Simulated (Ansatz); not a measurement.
The starting structures come from a database of crystals and need not be the phases stable at ambient conditions.

The decay constant κ of evanescent states in the gap governs leakage through a thin film.

Consider the following.

```
BaCClNS
1.0
    4.68980     0.00000     0.00000
    0.00000     8.90498     0.00000
    0.00000     0.89553     5.84488
Ba C S N Cl
2 2 2 2 2
Direct
  0.25000   0.30141   0.78990
  0.75000   0.69859   0.21010
  0.75000   0.15438   0.39394
  0.25000   0.84562   0.60606
  0.25000   0.89610   0.85986
  0.75000   0.10390   0.14014
  0.75000   0.19095   0.57901
  0.25000   0.80905   0.42099
  0.75000   0.54837   0.74783
  0.25000   0.45163   0.25217
```

Space group of this cell: P2_1/m. The cell is taken as given; by PBEsol its mean pressure is -2.1 GPa.

Transport runs along the normal of the first two printed cell vectors.

The gap is the functional's own, uncorrected, and κ follows it; spin-orbit coupling is left out. Mid-gap values are interpolated between the computed energies.

Problem. Compute, with Ansatz (a first-principles code) with PBEsol, the band gap and the smallest decay constant κ at mid-gap.

Solution. Gap 4.05 eV on a 6×4×6 mesh; κ = 0.436 1/Å, at (0.000, 0.250) of the in-plane reciprocal vectors. At the zone centre, at the nearest computed energy, the slowest state has κ = 0.45 1/Å.
